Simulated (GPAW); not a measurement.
Several settings converged on Te (C2, 3 atoms in the cell)

```xyz
3
Lattice="2.2189 -3.8432 0.0000 2.2189 3.8432 0.0000 0.0000 0.0000 5.9004" Properties=species:S:1:pos:R:3 pbc="T T T"
Te     0.5836     1.0108     3.9336
Te     3.3206     0.0000     0.0000
Te     0.5836    -1.0108     1.9668
```

Base method: LDA (Perdew-Wang 92), LCAO dzp, GPAW PAW datasets LDA (gpaw-data 1.0.1) run with GPAW 25.7.0.

Base settings: mode = lcao; h = 0.18 Å; basis = dzp; xc = LDA; kpts = 3 3 2; mesh shift (steps) = 0 0 0; occupations.name = fermi-dirac; occupations.width = 0.02 eV; convergence.forces = 0.001 eV/Å; symmetry.symmorphic = false.

Core times come from one kind of shared machine, to one figure; runs under 30 s give none.

**The k-point mesh at a smearing width of 0.3 eV**

In this ladder: occupations.width = 0.3 eV.

Only quantities that move along the ladder and can be compared are tabulated.

```tsv
kpts	free energy less the last step's (meV/atom)	largest difference of a force vector from the last step's (eV/Å)	core time / last (rough)
3 3 2	31.20	0.185	–
5 5 3	3.71	0.015	0.2
7 7 4	-0.12	0.005	0.5
9 9 6	0.00	0.000	1
```

Coarsest kpts that holds the free energy within 0.5 meV/atom of the last step, with all finer ones: 7 7 4; the step before is off by 3.7 meV/atom.

Coarsest kpts that holds the forces within 0.02 eV/Å of the last step, with all finer ones: 5 5 3, at about 0.2 of the last step's time; the step before is off by 0.19 eV/Å.

**The width of cold smearing**

In this ladder: kpts = 5 5 4; occupations.name = marzari-vanderbilt.

Only quantities that move along the ladder and can be compared are tabulated.

| occupations.width | free energy less the last step's (meV/atom) | largest difference of a force vector from the last step's (eV/Å) |
|---|---|---|
| 0.3 eV | 1.51 | 0.008 |
| 0.1 eV | 0.33 | 0.001 |
| 0.02 eV | 0.00 | 0.000 |
| 0.01 eV | 0.00 | 0.000 |

Widest occupations.width that holds the free energy within 0.5 meV/atom of the last step, with all finer ones: 0.1 eV; the step before is off by 1.5 meV/atom.

Widest occupations.width that holds the forces within 0.005 eV/Å of the last step, with all finer ones: 0.1 eV; the step before is off by 0.008 eV/Å.

On the base run: the starting cell has typed, rounded lattice constants, without a prior relaxation at this level. Its lattice was rescaled by up to half a per cent. One atom was moved a little off its site on purpose. Values carry the incompleteness of an atom-centred basis.

Left out of this page: 1 run of the series unsound by tests on forces, stress, charge or solver warnings.
